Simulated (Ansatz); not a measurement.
Na: uniaxial strain ε_zz = +1.50 %

The reference is Na in the bcc (W type) structure (space group Im-3m, No. 229; a = 4.173 Å; relaxed with 0.1 eV smearing). Axes: x, y, z lie along the cube axes.

Modification: the cell is stretched by 1.50 % along z with no lateral relaxation, atoms relaxed at fixed cell.

All numbers come from Kohn–Sham DFT with the PBEsol functional, run in Ansatz (a first-principles code) with PAW and 420 eV plane waves, no spin-orbit coupling. Γ-centred 22×22×22 mesh, Fermi–Dirac width 0.1 eV.

```json
[
 {"quantity": "volume per atom", "base": "36.35 Å³", "changed": "36.89 Å³", "shift": "+0.545 Å³"},
 {"quantity": "energy relative to the base (free energy F)", "base": "0 meV/atom", "changed": "+0.2 meV/atom", "shift": "+0.2 meV/atom"},
 {"quantity": "band gap", "base": "zero", "changed": "zero", "shift": "–"},
 {"quantity": "stress (xx, yy, zz, yz, xz, xy; compression positive)", "base": "–", "changed": "(-0.1, -0.1, -0.1, 0.0, 0.0, 0.0) GPa", "shift": "–"}
]
```

Whether these cells are dynamically stable was not tested.
